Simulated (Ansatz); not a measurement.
```
CELL_PARAMETERS angstrom
      3.15411     0.00000     0.00000
     -1.57706     2.73154     0.00000
      0.00000     0.00000    12.14306
ATOMIC_POSITIONS crystal
  W  0.33333 0.66667 0.25000
  W  0.66667 0.33333 0.75000
  S  0.33333 0.66667 0.62032
  S  0.66667 0.33333 0.37968
  S  0.66667 0.33333 0.12032
  S  0.33333 0.66667 0.87968
```

Space group of this cell: P6_3/mmc. The cell was relaxed by PBE-D3(BJ); by r2SCAN its mean pressure is 2.2 GPa.

Transport runs along the normal of the first two printed cell vectors, the (001) plane of the conventional cell.

No gap correction and no spin-orbit coupling; mid-gap values are interpolated between computed energies.

Task: Compute, with r2SCAN (Ansatz, an electronic-structure program), the band gap and the smallest decay constant κ at mid-gap.

Result: Gap 1.00 eV on a 12×12×4 mesh; κ = 0.209 1/Å, at (0.167, 0.167) of the in-plane reciprocal vectors. At the zone centre, at the nearest computed energy, the slowest state has κ = 0.37 1/Å.
